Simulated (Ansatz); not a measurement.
Migration barriers of dopant-vacancy pairs in metallic hosts: PBE bands (Ansatz, a quantum-chemistry and plane-wave program, plane waves to 420 eV, PAW, climbing-image NEB) beside the CHGNet universal potential on its own band (it has no charge state). Forward barriers of single hops from the lowest site run, static nuclei, no finite-size correction. The rows are a random draw from the bands that converged and passed our checks of state and shape. Saddle orders were checked for a part of the study's bands only and are not shown. Vacancies start on their lattice site; split forms were not set up. Spin-orbit coupling is left out.

```csv
Defect,Route,"Hop (Å), direction in the unit cell","End over start, densest mesh run (eV)",Cell and PBE mesh,CHGNet k-points,PBE (eV)
"Al-vacancy pair (Al on Mo, Mo vacant) in bcc Mo, charge 0",a nearby Mo jumps into the vacancy (Al-vacancy distance between ideal sites 2.74 → 3.16 Å),"2.71 along (0.50, 0.50, -0.49)",0.39,"36 sites, 2×2×3 shifted",none,1.41
"Zn-vacancy pair (Zn on Al, Al vacant) in fcc Al, charge 0",a nearby Al jumps into the vacancy (Zn-vacancy distance between ideal sites 2.86 Å throughout),"2.77 along (-0.48, 0.48, 0.00)",0.00,"32 sites, 4×4×4 shifted",none,0.56
"Au-vacancy pair (Au on Al, Al vacant) in fcc Al, charge 0",Au changes places with the vacancy (Au-vacancy distance between ideal sites 2.86 Å throughout),"2.71 along (0.00, 0.47, 0.47)",0.00,"32 sites, 3×3×3 shifted",none,0.42
"Si-vacancy pair (Si on Cu, Cu vacant) in fcc Cu, charge 0",Si changes places with the vacancy (Si-vacancy distance between ideal sites 2.57 Å throughout),"2.55 along (0.00, 0.50, 0.50)",0.00,"32 sites, 2×2×2 shifted",none,0.67
"Pd-vacancy pair (Pd on Mo, Mo vacant) in bcc Mo, charge 0",Pd changes places with the vacancy (Pd-vacancy distance between ideal sites 2.74 Å throughout),"2.22 along (0.41, 0.41, 0.40)",0.00,"36 sites, 2×2×3 shifted",none,0.46
"Os-vacancy pair (Os on Cu, Cu vacant) in fcc Cu, charge 0",Os changes places with the vacancy (Os-vacancy distance between ideal sites 2.57 Å throughout),"2.49 along (0.00, 0.48, 0.48)",0.00,"32 sites, 2×2×2 shifted",none,1.28
"Cu-vacancy pair (Cu on Al, Al vacant) in fcc Al, charge 0",a nearby Al jumps into the vacancy (Cu-vacancy distance between ideal sites 2.86 Å throughout),"2.66 along (-0.46, 0.46, 0.00)",0.00,"32 sites, 4×4×4 shifted",none,0.40
"Si-vacancy pair (Si on Al, Al vacant) in fcc Al, charge 0",a nearby Al jumps into the vacancy (Si-vacancy distance between ideal sites 2.86 Å throughout),"2.72 along (-0.48, 0.48, 0.00)",0.00,"32 sites, 3×3×3 shifted",none,0.52
```

Task: What does CHGNet give for each row, and how does it differ from PBE over these rows?

Result: In the order of the rows: 0.51, 0.16, 0.03, 0.61, 0.57, 0.88, 0.14, 0.15 eV. Against PBE it lies higher in 1 of 8 rows and lower in 6 (differences over 0.07 eV). The mean difference is -0.33 eV (median -0.38) and the mean size 0.36 eV; the largest, -0.90 eV, is in row 1.
